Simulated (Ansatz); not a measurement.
## Ti3AlC: Al → Sc

Take Ti₃AlC in the anti-perovskite structure (space group Pm-3m, No. 221; a = 4.141 Å; a cell from a computed database, its experimental status unchecked) as the base.

Modification: every Al is replaced by Sc, then cell and atoms are relaxed.

Level of theory: Ansatz (a quantum-chemistry and plane-wave program) PBEsol, scalar-relativistic without spin-orbit coupling. k-mesh 11×11×11 (Γ-centred); smearing 0.05 eV (Fermi–Dirac).

```csv
quantity,base,changed,shift
volume per atom,14.20 Å³,15.50 Å³,+1.306 Å³
lattice parameter a,4.141 Å,4.264 Å,+0.123 Å
space group,Pm-3m (No. 221),Pm-3m (No. 221),–
band gap,zero,zero,–
```

Final structure:

```
ScTi3C
1.0
    4.26389     0.00000     0.00000
    0.00000     4.26389     0.00000
    0.00000     0.00000     4.26389
Ti Sc C
3 1 1
Direct
  0.50000   0.50000   0.00000
  0.00000   0.50000   0.50000
  0.50000   0.00000   0.50000
  0.00000   0.00000   0.00000
  0.50000   0.50000   0.50000
```

Whether these cells are dynamically stable was not tested. As relaxed here, ScTi3C is a hypothetical phase, not in the database extracts checked. All final runs are without spin polarisation. An odd electron count without spin: ScTi3C and Ti3AlC. ScTi3C has a high density of states at the Fermi level and may be magnetic at this level.
